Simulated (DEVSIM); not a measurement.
Structure: abrupt Si n-p junction, at 400 K.

```
layer (left to right)  material  thickness (μm)  Nd (cm⁻³)  Na (cm⁻³)  τn (s)  τp (s)
---------------------  --------  --------------  ---------  ---------  ------  ------
1                            Si            3.40     1.1e16          -  1.1e-5  1.1e-5
2                            Si            5.70          -     7.3e15  1.1e-5  1.1e-5
```

Left contact: ohmic. Right contact: ohmic. Voltage is applied to the left contact. Recombination: SRH at mid-gap, radiative. Mobility is μmin + (μ − μmin)/(1 + (N/Nref)^α).

The device is made up for the run: typed textbook-type constants, with dimensions and the other settings drawn at random. Values at 300 K; Nc and Nv go as T^1.5, mobilities as T to minus their exponent, the gap by Varshni's rule with the affinity fixed.

```tsv
parameter	Si
gap (eV)	1.124
affinity (eV)	4.05
permittivity	11.7
Nc (cm⁻³)	2.86e19
Nv (cm⁻³)	3.1e19
μn (cm²/Vs)	1417
μp (cm²/Vs)	470
μn,min	52
μp,min	45
Nref,n	9.7e16
Nref,p	2.2e17
αn	0.68
αp	0.72
T exponent of μn	2.3
T exponent of μp	2.2
B (cm³/s)	4.7e-15
Varshni α (eV/K)	0.000473
Varshni β (K)	636
```

Simulated with DEVSIM: 1D drift-diffusion, Boltzmann statistics, complete ionisation; no tunnelling, impact ionisation, image-force lowering or self-heating.

The doping Na of layer 2 was swept, all else fixed.

```
doping Na of layer 2 (cm^-3)  largest field in the device at zero bias (V/cm)  dark forward voltage at 1 A/cm² (V)  potential step across the device at zero bias (V)  dark forward voltage at 100 A/cm² (V)
----------------------------  -----------------------------------------------  -----------------------------------  -------------------------------------------------  -------------------------------------
2.2e14                                                                   7600                                0.243                                              0.387                                  0.588
7.3e14                                                                   9900                                0.280                                              0.428                                  0.566
2.2e15                                                                  15000                                0.316                                              0.466                                  0.563
7.3e15                                                                  24000                                0.351                                              0.508                                  0.569
2.2e16                                                                  33000                                0.375                                              0.546                                  0.578
7.3e16                                                                  40000                                0.388                                              0.587                                  0.584
2.2e17                                                                  47000                                0.392                                              0.625                                  0.583
```

From the first row to the last the largest field in the device at zero bias goes from 7600 to 47000. From the first row to the last the dark forward voltage at 1 A/cm² goes from 0.243 to 0.392.
